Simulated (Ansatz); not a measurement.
## Sb2TeO2 (model structure, started from the La2SO2 type, P-3m1, No. 164, 5 atoms in the cell)

Calculation: LDA in Ansatz (PAW).

Numerical settings: plane-wave cutoff 520 eV, 18×18×8 k mesh (along the axes of the cell as run), Fermi–Dirac smearing 0.05 eV, scalar-relativistic PAW data made under PBE.

Cell (relaxed with PBEsol):

O2Sb2Te has the trigonal space group P-3m1 (No. 164), Pearson symbol hP5. Cell: a = 3.9638 Å, b = 3.9638 Å, c = 7.0646 Å, α = 90.00°, β = 90.00°, γ = 120.00°. Sb on 2d is coordinated by 1 O at 2.167 Å and 3 O at 2.379 Å and 3 Te at 3.123 Å. Te on 1b is coordinated by 6 Sb at 3.123 Å (octahedral). O on 2d has 1 Sb at 2.167 Å and 3 Sb at 2.379 Å (tetrahedral). (Neighbours: up to the widest gap in distance over summed covalent radii, below 1.35, at either atom.)

```
Property                                                      Value
---------------  --------------------------------------------------
band gap         0.14 eV (under three smearing widths, so not firm)
direct gap at Γ                                             2.18 eV
```

Note: the relaxation could raise the start's symmetry but not lower it, so the cell can be a saddle point; cell and atoms aren't relaxed at this level (largest force component 0.17 eV/Å, pressure -2.3 GPa).

Spin–orbit coupling is not included; it can close the smallest gap of 0.14 eV.

The computed numbers hold no vibrational or temperature effects.

It cost around 80 core-seconds (rough) of CPU time.

A model structure was made by putting elements into a prototype or built by hand; it is no filed structure, need not be a known phase, and can be a saddle point held by its symmetry.

Ansatz is an electronic-structure program.
